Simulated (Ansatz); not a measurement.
The reference is Hf in the hcp (Mg type) structure (space group P6_3/mmc, No. 194; a = 3.1590 Å, c = 4.9998 Å).

Calculations: PBEsol (Ansatz, an electronic-structure program), spin-orbit coupling left out, earlier PAW set.

For the base:

The lattice parameter a is 3.159 Å and the c/a ratio is 1.583.

One thing is altered: Ce takes the place of Hf on all its sites, then cell and atoms are relaxed.

Task: What happens to the lattice parameter a and c/a ratio?

Result: The lattice parameter a shrinks by 0.033 Å, from 3.159 Å to 3.126 Å; the c/a ratio rises by 0.213, from 1.583 to 1.796.

Open 4f shells without U are poorly described, and the f state was not checked. Whether these cells are dynamically stable was not tested. Starting moments died away, wholly or in part, for Hf → Ce; another magnetic solution may exist. The final runs are not spin-polarised.
